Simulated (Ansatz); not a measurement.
Ansatz (a program for electronic structure), DFT, PBE, plane waves, its default PAW files: Al(100) slab of 20 layers, 1x1 (Al20), unrelaxed, 20 atoms. Basis and mesh were picked for this test and aren't claimed converged.

```yaml
cell: 2.86, 2.86, 58.48 Å; 90, 90, 90°
task: single point
k mesh: 14×14×1
hamiltonian.xc: pbe
kind_of_files: paw
scf.occupations.method: fermi_dirac
scf.occupations.width: 0.1 eV
output.forces: true
accuracy: medium (default)
basis.precision: auto (default)
basis.xc_grid: 2 (default)
scf.eigensolver.kind: auto (default)
scf.mixing.algorithm: auto (default)
scf.mixing.preconditioner: auto (default)
scf.convergence.dr2_threshold: 1e-07 (default)
scf.lower_state_search: light (default)
k-points after symmetry: 36
bands_at_the_start: 50
electrons: 60
plane waves at Γ: 9383
cutoff (eV): 420
FFT grid: 20×20×400
symmetry_operations: 16
```

Hardware: Arm Neoverse V2, 96 cores on 1 socket, no SMT, 1 L3 cache group.

Wall times, medians of two to five repeats, each run alone on the node (launch to exit). Processes are pinned to neighbouring cores unless said otherwise. Build: release build for Arm (Neoverse V2), one process with threads. Other compilers and libraries give other times. Scratch files lie in a memory file system.

All on 32 threads. The candidates, on 32 cores each, agree within 1.0 meV/atom in energy, 10 meV/Å in forces (largest component):
A. --max-ram 200GiB
B. --max-ram 1880MiB
C. --max-ram 4640MiB
D. --max-ram 6270MiB

Which choice gives the shortest wall time?

D and C, at 2.0 s to 2.1 s, level within 8 % or the scatter of repeats. At the other end B takes 7.5× as long.

| candidate | wall time | repeats | SCF iterations |
|---|---|---|---|
| D | 2.0 s | 3 runs within 2 % | 6 |
| C | 2.1 s | 3 runs within 1 % | 6 |
| A | 2.2 s | 3 runs within 1 % | 6 |
| B | 15 s | 2 runs within 1 % | 7 |

From the slowest to the fastest: The largest move is in band solves (diag): 11 s to 1.2 s. The plan models 1.8 GiB in the first run and 5.5 GiB in the second, and the runs differ in these notices: eigensolver_not_converged, single_precision_ram_shed, subspace_factor_ram_capped, xc_sum_core_ram_shed, xc_sum_sets_ram_shed. What the program resolved moves too: eigensolver slots from 1 to 30, band solver from davidson to band_cg, real-arithmetic solve from false to true. In the fastest run the program took: scf.mixing.algorithm MSR1, scf.mixing.preconditioner LDOS, scf.eigensolver.kind band_cg, --slots 30, --kpoint-pools 1.

Keys are those of Ansatz 0.2.
